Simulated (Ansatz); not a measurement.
Pressure series in CuI

Start from CuI in the zinc blende structure (space group F-43m, No. 216; a = 5.862 Å).

Cell and atoms are relaxed at each pressure.

All numbers come from LDA (Ansatz, a quantum-chemistry and plane-wave program; PAW; 420 eV plane waves; spin-orbit coupling left out).

Notes on the quantities. hole mass: degenerate bands, along [100].

```tsv
change	hole mass	volume per atom	band gap
base	0.18, 0.57, 0.57 mₑ (at Γ)	25.18 Å³	1.22 eV
pressure −2 GPa	0.18, 0.63, 0.63 mₑ (at Γ)	26.18 Å³	1.11 eV
pressure −1 GPa	0.18, 0.61, 0.61 mₑ (at Γ)	25.65 Å³	1.17 eV
pressure 0.9 GPa	0.19, 0.57, 0.57 mₑ (at Γ)	24.80 Å³	1.27 eV
pressure 2.1 GPa	0.19, 0.55, 0.55 mₑ (at Γ)	24.34 Å³	1.33 eV
pressure 4.5 GPa	0.19, 0.51, 0.51 mₑ (at Γ)	23.56 Å³	1.43 eV
pressure 9 GPa	0.19, 0.46, 0.46 mₑ (at Γ)	22.39 Å³	1.61 eV
pressure 15 GPa	0.20, 0.42, 0.42 mₑ (at Γ)	21.22 Å³	1.81 eV
pressure 22.5 GPa	0.20, 0.37, 0.37 mₑ (at Γ)	20.13 Å³	1.85 eV
pressure 30 GPa	0.20, 0.34, 0.34 mₑ (at Γ)	19.27 Å³	1.73 eV
```

With I present, leaving out spin-orbit coupling can change the band edges. Load acts through the strain it causes; cell and atoms are relaxed under it. Masses are band curvatures over ±0.01 Å⁻¹ around the edge. No phonon test of stability was made. Tetrahedral semiconductors of this kind turn to denser phases somewhere between about 1 and 50 GPa; those were not computed, so compressed cells here can lie past the real transition. All final runs are without spin polarisation.
